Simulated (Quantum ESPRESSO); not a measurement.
A working Quantum ESPRESSO input for AlFe (Pm-3m, 2 atoms in the cell) (DFT, PBE, plane waves, PseudoDojo standard norm-conserving (PBE) pseudopotentials):

```fortran
&control
    calculation = 'scf'
    prefix = 'pwscf'
    outdir = './tmp'
    pseudo_dir = './'
    tprnfor = .true.
    tstress = .true.
/
&system
    ibrav = 0
    nat = 2
    ntyp = 2
    ecutwfc = 90
    occupations = 'smearing'
    smearing = 'marzari-vanderbilt'
    degauss = 0.0073499
    nspin = 2
    starting_magnetization(2) = 0.250
/
&electrons
    conv_thr = 1.0d-10
    mixing_beta = 0.3
/
ATOMIC_SPECIES
Al    26.9815  Al.upf
Fe    55.8450  Fe.upf
CELL_PARAMETERS angstrom
   2.9021360000     0.0000000000     0.0000000000
   0.0000000000     2.9021360000     0.0000000000
   0.0000000000     0.0000000000     2.9021360000
ATOMIC_POSITIONS crystal
Al    0.0000000000    0.0000000000    0.0000000000
Fe    0.5000000000    0.5000000000    0.5000000000
K_POINTS automatic
9 9 9  0 0 0
```

The run converged in 33 iterations: free energy E − TS -3474.2552 eV; Fermi level (on the code's own zero) 13.64 eV; pressure -5.07 GPa; size of the cell's spin moment 0.69 μB; site moments (μB, in the program's spheres or projections) Al -0.04, Fe 0.75. Each of these slips is then made, one at a time:

(1)
```diff
-    ecutwfc = 90
+    ecutwfc = 90.0
-Fe    0.5000000000    0.5000000000    0.5000000000
+Fe    0,5000000000    0,5000000000    0,5000000000
```

(2)
```diff
-    nat = 2
+    nat = 3
```

Task: Predict the outcome of each change.

Result: 
(1) Decimal commas. The program stopped before any SCF iteration.
```
Error in routine card_atomic_positions (1):
Error while parsing atomic position card.
```

(2) An atom count that does not match the list of atoms. The program stopped before any SCF iteration.
```
Error in routine read_cards (3):
wrong number of columns in ATOMIC_POSITIONS
```

The starting cell comes from a database of computed structures (which also holds hypothetical and non-ambient phases and stackings), without a prior relaxation at this level. Its lattice was rescaled by a random factor within 2.5 % of one. The moments shrank to a small part of their start, a low-spin state that need not be the lowest. In the base run, with a pressure of about -5 GPa the cell is away from its equilibrium volume at this level.

Left out of this page: 2 runs of the series outside the window shown, repeating another row's setting, or not comparable; 1 run of the series held back from this collection.
